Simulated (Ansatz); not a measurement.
Base system: ZnSe in the zinc blende structure (space group F-43m, No. 216; a = 5.5675 Å).

Method: LDA/PAW in Ansatz (a first-principles code), no spin-orbit coupling.

One change was made to it. Results:

The volume per atom grows by 0.65 Å³ to 22.22 Å³; the electron mass changes from 0.090 mₑ (at Γ) to 0.084 mₑ (at Γ); the valley order (the lowest conduction-band minima on the path, energy above the VBM, named in the base's zone) changes from Γ 1.25 eV; L along ⟨111⟩ 2.45 eV; X along ⟨100⟩ 2.69 eV to Γ 1.13 eV; L along ⟨111⟩ 2.40 eV; X along ⟨100⟩ 2.76 eV.

Name the change that was made.
A. pressure 30 GPa
B. pressure −2 GPa
C. pressure 9 GPa
D. pressure −1 GPa

B, pressure −2 GPa. For comparison, the valley order in the other runs: pressure 30 GPa gives X along ⟨100⟩ 2.02 eV; Γ 2.34 eV; L along ⟨111⟩ 2.85 eV; pressure 9 GPa gives Γ 1.68 eV; X along ⟨100⟩ 2.44 eV; L along ⟨111⟩ 2.62 eV; pressure −1 GPa gives Γ 1.19 eV; L along ⟨111⟩ 2.42 eV; X along ⟨100⟩ 2.73 eV.

The levels and masses belong to the bands next to the band gap. Load acts through the strain it causes; cell and atoms are relaxed under it. Effective masses come from finite differences of ±0.01 Å⁻¹. Stability against distortions was not tested. Measured, ZnSe leaves this structure (for rock salt) near 13 GPa (temperature not stated; as listed in M. Köfferlein et al., Hyperfine Interactions (1994)).
